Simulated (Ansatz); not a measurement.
**What pressure 0.9 GPa does to Sn**

Start from Sn in the diamond structure (space group Fd-3m, No. 227; a = 6.566 Å).

It is then changed as follows: cell and atoms relaxed at a pressure of 0.9 GPa.

Level of theory: r2SCAN (Ansatz, an electronic-structure program; PAW; 500 eV plane waves; spin-orbit coupling left out). Settings: 12×12×12 k-points, 0.05 eV Fermi–Dirac smearing.

Volume per atom: 34.69 Å³ (base 35.39 Å³)
Density: 5.68 g/cm³ (base 5.57 g/cm³)
Lattice parameter a: 6.523 Å (base 6.566 Å)
Shortest interatomic distance: 2.825 Å (base 2.843 Å)
Enthalpy H = E + PV relative to the base's energy: +0.20 eV/atom
Band gap: zero (base zero)

Final structure:

```yaml
crystal:
  lattice:
    - [0.00000, 3.26153, 3.26153]
    - [3.26153, 0.00000, 3.26153]
    - [3.26153, 3.26153, 0.00000]
  atoms:
    - { symbol: Sn, position: [0.00000, 0.00000, 0.00000] }
    - { symbol: Sn, position: [0.25000, 0.25000, 0.25000] }
```

Load acts through the strain it causes; cell and atoms are relaxed under it. Stability against distortions was not tested.
